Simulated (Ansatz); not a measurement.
Worked example: self-consistent single point of CdAg3 (P1, 4 atoms in the cell) in Ansatz (a first-principles code).

Computed with LDA (PW92), PAW files made with PBE (plane waves; Ansatz).

The change in words: atoms moved at random. Reference geometry:
```xyz
4
Lattice="1.4839 0.8568 9.4948 -1.4839 0.8568 9.4948 0.0000 -1.7135 9.4948" Properties=species:S:1:pos:R:3 pbc="T T T"
Cd     0.0000     0.0000     0.0000
Ag     0.0000     0.0000    21.4164
Ag     0.0000     0.0000     7.0679
Ag     0.0000     0.0000    14.2422
```

Reference input (self-consistent single point, DFT, LDA (PW92), plane waves, PAW files made with PBE): kpoints.mp_grid.grid = 8 8 8; hamiltonian.xc = lda; hamiltonian.pseudopotentials = {kind: paw} (the program's default PAW files); scf.occupations.method = fermi_dirac; scf.occupations.width = 0.136 eV. This run's input differs from it in these lines:

Ansatz 0.2 input:
```diff
@@ -7,6 +7,6 @@
   atoms:
-    - { symbol: Cd, position: [0.000000, 0.000000, 0.000000] }
-    - { symbol: Ag, position: [0.751867, 0.751867, 0.751867] }
-    - { symbol: Ag, position: [0.248133, 0.248133, 0.248133] }
-    - { symbol: Ag, position: [0.500000, 0.500000, 0.500000] }
+    - { symbol: Cd, position: [-0.025412, 0.011735, 0.018649] }
+    - { symbol: Ag, position: [0.759119, 0.752567, 0.738047] }
+    - { symbol: Ag, position: [0.257391, 0.248583, 0.243603] }
+    - { symbol: Ag, position: [0.508902, 0.487115, 0.499701] }
 kpoints:
```

Output, abridged:

```
SCF iter   1: F=—  HF=-30495.451440 eV  |F-HF|=—  |Δ(HF+E_count)|=         —  Δρ=1.08e-1  dr2=2.17e1  ethr=3.10e-3  ⟨swp⟩=5.9  Hψ=40950  notcnv=0  defer=68
all-band conjugate gradients solve this SCF's bands
preconditioner: auto → Kerker (q_TF=auto, 2.756 Å⁻¹)
SCF iter   2: F=—  HF=-30493.489567 eV  |F-HF|=—  |Δ(HF+E_count)|=    1.96e0  Δρ=4.91e-2  dr2=8.27e0  ethr=3.10e-3  ⟨swp⟩=2.0  Hψ=20337  notcnv=0  defer=383
   [... lines left out ...]
SCF iter   8: F=—  HF=-30492.451430 eV  |F-HF|=—  |Δ(HF+E_count)|=   1.95e-6  Δρ=8.33e-5  dr2=1.16e-5  ethr=1.05e-7  ⟨swp⟩=2.8  Hψ=20196  notcnv=0  defer=412
SCF iter   9: F=—  HF=-30492.451428 eV  |F-HF|=—  |Δ(HF+E_count)|=   2.68e-6  Δρ=3.53e-5  dr2=1.81e-6  ethr=1.50e-8  ⟨swp⟩=2.1  Hψ=18118  notcnv=0  defer=412
SCF iter  10: F=—  HF=-30492.451427 eV  |F-HF|=—  |Δ(HF+E_count)|=   3.99e-7  Δρ=1.20e-5  dr2=2.10e-7  ethr=2.35e-9  ⟨swp⟩=2.7  Hψ=19589  notcnv=0  defer=412
SCF iter  11: F=-30492.451427 eV  HF=-30492.451427 eV  |F-HF|=2.22e-8  |Δ(HF+E_count)|=   3.33e-8  Δρ=3.44e-6  dr2=2.54e-8  ethr=1.30e-10  ⟨swp⟩=9.8  Hψ=47801  notcnv=0
SCF 1 converged in 11 iterations: F = -30492.451427 eV  dr2 = 2.54e-8
Free energy (F): -30492.451427 eV
Internal energy: -30492.374308 eV  (E = F + TS)
E sigma→0 (E₀):  -30492.412868 eV
Entropy (-TS):   -0.077119 eV (-19.280 meV/atom)
Fermi energy:    16.197272 eV
--- Forces (eV/Å), atoms counted from 1 ---
  atom   1  Cd     0.05846817     0.06491336    -0.26015569
  atom   2  Ag    -0.01784641    -0.05891892     0.37000462
  atom   3  Ag    -0.02120905    -0.02831882    -0.26950496
  atom   4  Ag    -0.01941355     0.02232389     0.15960261
--- Stress (GPa, compression-positive) ---
       -7.902612      -0.048920      -0.033226
       -0.048920      -7.850581      -0.053431
       -0.033226      -0.053431      -7.330610
  P = ⅓ Tr σ = -7.6946 GPa (-76.946 kbar)
  The stress holds the Pulay correction. Without it, at fixed plane waves, as pw.x and ABINIT print it: P = -7.7316 GPa
```

The run converged in 11 iterations. Against the reference run the free energy goes up by 8.8 meV/atom, the pressure hardly changes (-7.76 to -7.69 GPa) and the largest force goes from 0.094 to 0.375 eV/Å.

The starting cell comes from a database of computed structures (which also holds hypothetical and non-ambient phases and stackings), without a prior relaxation at this level. For this run, on top of that: atoms moved at random. With a pressure of about -8 GPa the cell is away from its equilibrium volume at this level. Ansatz's pressure includes its estimate of the finite-basis (Pulay) stress.

Cost on one core of a shared machine: roughly 60 s.
